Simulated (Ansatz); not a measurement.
Data:

```xyz
2
Lattice="5.4071 0.0000 0.0000 2.7036 4.6827 0.0000 2.7036 -1.5609 2.2256" Properties=species:S:1:pos:R:3 pbc="T T T"
Tl     0.0000     0.0000     0.0000
Br     2.7036     1.5609     1.1128
```

No spin polarisation.

The values are results of LDA, PAW, 420 eV (Ansatz, a first-principles code; without spin-orbit coupling), not measurements. Settings: 9×9×9 k-points, 0.05 eV Fermi–Dirac smearing.

Predict the gap character and in-plane stress.


* **Gap character**: direct at L
* **Mean in-plane stress (compression positive)**: +0.2 GPa

With Tl present, leaving out spin-orbit coupling can change the band edges. The cells carry an imposed strain or load. Stability against distortions was not tested. The cell was made from TlBr in the CsCl type structure (space group Pm-3m, No. 221) by this change: biaxial strain −0.42 %, plane normal [111], relaxed out of plane.
